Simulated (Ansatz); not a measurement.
# What pressure −1 GPa does to CaF2

The reference is CaF$_{2}$ in the fluorite structure (space group Fm-3m, No. 225; a = 5.4391 Å).

The change: hydrostatic tension (pressure −1 GPa).

All numbers come from r2SCAN (Ansatz, a quantum-chemistry and plane-wave program, PAW, no spin-orbit coupling). Γ-centred 11×11×11 mesh, Fermi–Dirac width 0.05 eV.

The volume per atom goes up by 0.16 Å³ (13.41 Å³ → 13.57 Å³) and the density shrinks by 0.037 g/cm³, from 3.22 g/cm³ to 3.19 g/cm³. The shortest interatomic distance grows by 0.017 bohr, from 4.451 bohr to 4.468 bohr and the enthalpy H = E + PV relative to the base's energy amounts to -0.08 eV/atom. The band gap shrinks by 0.07 eV (8.03 eV → 7.96 eV) and the gap character is still indirect, X → Γ. The smallest direct gap falls by 0.07 eV, from 8.29 eV to 8.22 eV and the width of the top valence band hardly moves (0.85 eV against 0.84 eV). The valley order (the lowest conduction-band minima on the path, energy above the VBM, named in the base's zone) goes from Γ 8.03 eV; X along ⟨100⟩ 8.79 eV to Γ 7.96 eV; X along ⟨100⟩ 8.76 eV.

Load acts through the strain it causes; cell and atoms are relaxed under it. Gaps are read on the SCF mesh and a high-symmetry path. No phonon test of stability was made.
